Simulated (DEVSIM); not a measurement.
Structure: Cr/SiO2/p-Si capacitor, at 300 K.

| layer (left to right) | material | thickness (nm) | Na (cm⁻³) |
|---|---|---|---|
| 1 | SiO2 | 1.70 | - |
| 2 | Si | 2000 | 8.3e16 |

Metal gate on the left, work function 4.5 eV. Fixed charge at the semiconductor interface 0 cm⁻² (in units of +e); interface traps 2.7e10 cm⁻² eV⁻¹, uniform in energy, neutral level at 0.7 of the gap above the valence band.

Constants are typed, rounded textbook-type inputs, not results; the design itself was drawn at random and stands for no fabricated device. Values at 300 K.

```tsv
parameter	SiO2	Si
gap (eV)	9	1.124
affinity (eV)	0.9	4.05
permittivity	3.9	11.7
Nc (cm⁻³)	-	2.86e19
Nv (cm⁻³)	-	3.1e19
```

Model (solved in DEVSIM): 1D Poisson equation in equilibrium, Boltzmann statistics, complete ionisation; no quantum confinement or tunnelling. Metal contacts follow the ideal Schottky-Mott rule: no Fermi-level pinning, no interface dipoles.

Q: Tabulate band edges, carrier densities and field at 0.0 V on the gate.

A: Energies count from the Fermi level of the right contact; mesh points crowd at the junctions.

| x (μm) | Ec (eV) | Ev (eV) | n (cm⁻³) | p (cm⁻³) | field (V/cm) |
|---|---|---|---|---|---|
| 0.000 | 3.600 | -5.400 | < 1e2 | < 1e2 | 320000 |
| 0.0007007 | 3.622 | -5.378 | < 1e2 | < 1e2 | 320000 |
| 0.001252 | 3.640 | -5.360 | < 1e2 | < 1e2 | 320000 |
| 0.002011 | 0.507 | -0.617 | 8.6e10 | 1.3e9 | 110000 |
| 0.004089 | 0.529 | -0.595 | 3.7e10 | 3.1e9 | 100000 |
| 0.007527 | 0.564 | -0.560 | 9.7e9 | 1.2e10 | 99000 |
| 0.01384 | 0.624 | -0.500 | 9.6e8 | 1.2e11 | 91000 |
| 0.03372 | 0.779 | -0.345 | 2400000 | 4.9e13 | 65000 |
| 0.06367 | 0.918 | -0.206 | 11000 | 1.1e16 | 28000 |
| 0.1248 | 0.970 | -0.154 | 1500 | 8.0e16 | 710 |
| 0.2452 | 0.971 | -0.153 | 1400 | 8.3e16 | ≈ 0 |
| 0.5906 | 0.971 | -0.153 | 1400 | 8.3e16 | ≈ 0 |
| 1.098 | 0.971 | -0.153 | 1400 | 8.3e16 | ≈ 0 |
| 1.543 | 0.971 | -0.153 | 1400 | 8.3e16 | ≈ 0 |
| 1.812 | 0.971 | -0.153 | 1400 | 8.3e16 | ≈ 0 |
| 1.906 | 0.971 | -0.153 | 1400 | 8.3e16 | ≈ 0 |
| 1.954 | 0.971 | -0.153 | 1400 | 8.3e16 | ≈ 0 |
| 1.977 | 0.971 | -0.153 | 1400 | 8.3e16 | ≈ 0 |
| 1.992 | 0.971 | -0.153 | 1400 | 8.3e16 | ≈ 0 |
| 1.997 | 0.971 | -0.153 | 1400 | 8.3e16 | ≈ 0 |
| 2.000 | 0.971 | -0.153 | 1400 | 8.3e16 | ≈ 0 |
| 2.002 | 0.971 | -0.153 | 1400 | 8.3e16 | ≈ 0 |
